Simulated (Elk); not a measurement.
Band structure of Os (P6_3/mmc, 2 atoms in the cell).

```
CELL_PARAMETERS angstrom
      1.36500    -2.36425     0.00000
      1.36500     2.36425     0.00000
      0.00000     0.00000     4.32000
ATOMIC_POSITIONS crystal
  Os 0.33333 0.66667 0.25000
  Os 0.66667 0.33333 0.75000
```

Method: PBE, all-electron FP-LAPW, Elk's shipped species files, default APW+lo basis run with Elk.

Settings: xctype = 20; stype = 0; swidth = 0.00499791 Ha; ngridk = 11 11 6; rmtscf = 0.85; maxscl = 100.

The starting cell has typed, rounded lattice constants, without a prior relaxation at this level. Spin-orbit coupling is off. Spin polarisation is off. Values depend on the basis (sphere radii, cutoffs, local orbitals), which need not be converged.

Levels in eV from the Fermi level, bands 27 to 34:
```tsv
point	27	28	29	30	31	32	33	34
Γ	-2.80	-2.22	-2.22	-1.54	-1.54	0.00	1.73	1.73
M	-2.90	-2.56	-1.85	2.15	2.72	2.86	4.53	5.81
K	-3.43	-3.43	-1.33	1.56	1.56	2.15	5.35	5.35
A	-3.20	-3.20	-3.20	-3.20	0.96	0.96	0.96	0.96
L	-1.17	-1.17	-0.15	-0.15	2.48	2.48	3.37	3.37
H	-3.40	-3.40	-1.34	-1.34	1.70	1.70	8.45	8.45
```

Bands cross the Fermi level along this path, so the cell is metallic at this level.
